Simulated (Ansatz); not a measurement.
We consider Ga2O3 (model structure, started from the Bi2O3 type, P6₃mc, No. 186, 20 atoms in the cell), described by LDA (plane waves, PAW; Ansatz, a quantum-chemistry and plane-wave program).

Numerical settings: plane-wave cutoff 520 eV, 6×6×8 k mesh (along the axes of the cell as run), Fermi–Dirac smearing 0.01 eV, scalar-relativistic PAW data made under PBE.

Cell (relaxed at this level):

```
Ga2O3
1.0
    6.99117     0.00000     0.00000
   -3.49558     6.05453     0.00000
    0.00000     0.00000     4.74908
Ga O
8 12
Direct
  0.33569   0.16784   0.77295
  0.16784   0.33569   0.27295
  0.83216   0.16784   0.77295
  0.66431   0.83216   0.27295
  0.83216   0.66431   0.77295
  0.16784   0.83216   0.27295
  0.33333   0.66667   0.67958
  0.66667   0.33333   0.17958
  0.54613   0.09226   0.92937
  0.45387   0.54613   0.42937
  0.90774   0.45387   0.92937
  0.45387   0.90774   0.42937
  0.54613   0.45387   0.92937
  0.09226   0.54613   0.42937
  0.72158   0.86079   0.88417
  0.86079   0.72158   0.38417
  0.13921   0.86079   0.88417
  0.27842   0.13921   0.38417
  0.13921   0.27842   0.88417
  0.86079   0.13921   0.38417
```

Question: What does this level give for the band gap?

Answer: 
- band gap = 0.43 eV (on the SCF k mesh)

Note: the relaxation could raise the start's symmetry but not lower it, so the cell can be a saddle point.

Spin–orbit coupling is not included.

Static lattice: no zero-point or thermal effects.

The result took around 16 core-minutes (rough).

A model structure was made by putting elements into a prototype or built by hand; it is no filed structure, need not be a known phase, and can be a saddle point held by its symmetry.
